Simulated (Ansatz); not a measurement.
Base system: ZnCu in the CsCl type structure (space group Pm-3m, No. 221; a = 2.908 Å; relaxed with 0.1 eV smearing). Axes: x, y, z lie along the cube axes.

Computed with DFT with PBEsol, PAW potentials and a 420 eV plane-wave cutoff in Ansatz (a quantum-chemistry and plane-wave program), spin-orbit coupling left out.

Modification: the cell is scaled by 0.9850 in all directions; the atoms relax in the strained cell.

Task: Predict the stress tensor and what it implies for the stiffness.

Result: Stress of the strained cell less that of the base (GPa, compression positive):
```
    6.9     0.0     0.0
    0.0     6.9     0.0
    0.0     0.0     6.9
```

Then B = −ΔP/(ΔV/V₀) with ΔV/V₀ = -0.0443 gives secant stiffness values (nonlinear terms included at this strain): B ≈ 157 GPa.

As a check, the harmonic strain energy −½ V₀ Δσ:ε is 12 meV/atom; the computed energy rise is 11 meV/atom.

No phonon test of stability was made. All final runs are without spin polarisation.
